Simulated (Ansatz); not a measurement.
Functionals compared on a constructed model of the (111) surface of fcc Pt, a pseudomorphic layer of Zn in the host's stacking (bottom of the slab: a bare face, its two planes held), in Ansatz (plane waves, PAW). The structure was relaxed with PBE; the other rows are single points on it. Cutoff 420 eV (500 eV for r2SCAN).

Model: 7-atom slab, 13.6 Å thick at the start, 15x15x1 mesh, Fermi-Dirac 0.1 eV, dipole correction, 2 atoms held, the rest relaxed; start symmetry kept, larger cells not searched; no spin, no spin-orbit, no U. It is one candidate, not shown to be the stable structure of the face. These notes are the PBE run's.

| functional | work function of the top face (eV) | rough cost of the single point |
|---|---|---|
| PBE | 4.46 | – |
| RPBE | ? | around 27 core-seconds (rough) |
| r2SCAN | 4.56 | around 50 core-seconds (rough) |

Fill in the missing entries.


- RPBE, work function of the top face (eV): 4.31

Ansatz is a program for electronic structure.
